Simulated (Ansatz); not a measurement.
The parent structure is Ag$_{2}$O (space group Pn-3m, No. 224; a = 4.7067 Å).

Calculations: DFT with PBEsol, PAW potentials and a 420 eV plane-wave cutoff in Ansatz (a program for electronic structure), spin-orbit coupling left out.

Before the change:

```
Item        Value
--------  -------
Pressure  0.0 GPa
```

The change: the cell is scaled by 0.9880 in all directions; the atoms relax in the strained cell.

Q: Estimate the effect on the energy relative to the base.

A: The energy rises by 6.4 meV/atom.

Q: Predict the new pressure.

A: The pressure goes from zero to 3.5 GPa.

Whether these cells are dynamically stable was not tested. No Hubbard U is applied, and correlation can decide whether such a compound is a metal. The final runs are not spin-polarised.
